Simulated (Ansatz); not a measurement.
Candidates (primitive cells; geometry: cell and atoms relaxed with PBEsol):
A. RhCuO2 (R-3m), a = b = c = 5.9106 Å, α = β = γ = 30.12°
B. BaO$_{2}$ (I4/mmm), a = 4.3040 Å, b = 4.3040 Å, c = 4.3040 Å, α = 128.00°, β = 128.00°, γ = 76.62°
C. La2O3 (P-3m1), a = b = 3.906 Å, c = 6.040 Å, α = β = 90.00°, γ = 120.00°
D. SnO2 (P4_2/mnm), a = b = 4.7691 Å, c = 3.2121 Å, α = β = γ = 90.00°
E. Li$_{2}$O (Fm-3m), a = 3.238 Å, b = 3.238 Å, c = 3.238 Å, α = 60.00°, β = 60.00°, γ = 60.00°

Question: Put the candidates in order of band gap, highest first, for PBEsol, rigid bands (Ansatz, a program for electronic structure).

Answer: E (4.88 eV), C (3.77 eV), B (2.07 eV), D (0.92 eV), A (0.66 eV)

Spin-orbit coupling is left out.

Formula and space group known from diffraction (Crystallography Open Database), not checked to be the room-temperature form: BaO2 (I4/mmm), RhCuO2 (R-3m).
